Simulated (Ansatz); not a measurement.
The reference is Al2Cu (space group I4/mcm, No. 140; a = 6.006 Å, c = 4.790 Å).

The values are results of Kohn–Sham DFT with the r2SCAN functional, run in Ansatz (a program for electronic structure) with PAW and 500 eV plane waves, scalar-relativistic without spin-orbit coupling, not measurements.

Before the change:

- Pressure = 0.0 GPa

It is then changed as follows: the cell is scaled by 1.0589 in all directions; the atoms relax in the strained cell.

Problem. How does this affect the largest internal atomic displacement?

Solution. The largest internal atomic displacement is 0.019 Å.

Problem. What happens to the energy relative to the base?

Solution. The energy grows by 130 meV/atom.

Problem. What does the calculation give for the pressure after the change?

Solution. The pressure (mean of the normal stresses, compression positive) goes from zero to -13.1 GPa.

No phonon test of stability was made. All final runs are without spin polarisation.
